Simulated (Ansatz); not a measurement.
Base system: ZnS (space group P4_2/mnm, No. 136; a = 6.518 Å, c = 3.808 Å; a hypothetical phase, not in the database extracts checked). Axes: x, y, z lie along a, b, c of the conventional cell.

One thing is altered: tensile biaxial strain of 1.19 % in the plane normal to [001], as in epitaxy on a mismatched substrate; the out-of-plane cell vector and the atoms relax.

Levels (all Ansatz, an electronic-structure program, PAW): PBEsol (420 eV, without spin-orbit coupling); r2SCAN (500 eV, without spin-orbit coupling); HSE06 (420 eV, no spin-orbit coupling).

At the geometry relaxed with PBEsol, these levels gave the following band gaps, in shuffled order: (a) 2.14 eV, (b) 3.51 eV, (c) 2.82 eV.

Q: Match each gap to its level.

A: (a) PBEsol; (b) HSE06; (c) r2SCAN.

Single points use the geometry relaxed with PBEsol. Whether these cells are dynamically stable was not tested.
